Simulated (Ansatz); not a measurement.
Consider Pt in the fcc (Cu type) structure (space group Fm-3m, No. 225; relaxed with 0.1 eV smearing).

```
Pt
1.0
    0.00000     1.94769     1.94769
    1.94769     0.00000     1.94769
    1.94769     1.94769     0.00000
Pt
1
Direct
  0.00000   0.00000   0.00000
```

Cartesian axes are those of the cell as printed.

All numbers come from LDA in Ansatz (plane waves to 420 eV, PAW, without spin-orbit coupling).

Base values:

```
Quantity   Result
--------  -------
Pressure  0.0 GPa
```

Modification: compressive biaxial strain of 2.50 % in the plane normal to [001], as in epitaxy on a mismatched substrate; the out-of-plane cell vector and the atoms relax.

**Question.** Predict the new pressure and out-of-plane strain.

**Answer.** The pressure (mean of the normal stresses, compression positive) goes from zero to 5.7 GPa; the out-of-plane strain amounts to +3.49 %.

Stability against distortions was not tested. The final runs are not spin-polarised.

Ansatz is a program for electronic structure.
